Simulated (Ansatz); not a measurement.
Here is the system:

```
ZnSe
1.0
    0.00000     2.82282     2.82282
    2.82282     0.00000     2.82282
    2.82282     2.82282     0.00000
Se Zn
1 1
Direct
  0.75000   0.75000   0.75000
  0.00000   0.00000   0.00000
```

A single point on ZnSe with a change (pressure 0.7 GPa), its geometry relaxed with r2SCAN.

All numbers come from Ansatz (a quantum-chemistry and plane-wave program) HSE06, noncollinear with spin-orbit coupling. Settings: 6×6×6 k-points, 0.01 eV Fermi–Dirac smearing.

Question: Predict the band gap.

Answer: 2.33 eV.

Question: Estimate the valence-band top at Γ (three highest Kramers pairs, from the VBM).

Answer: 0.00, 0.00, -0.43 eV.

Single points use the geometry relaxed with r2SCAN. Load acts through the strain it causes; cell and atoms are relaxed under it. Stability against distortions was not tested. The cell was made from ZnSe in the zinc blende structure (space group F-43m, No. 216) by this change: pressure 0.7 GPa.
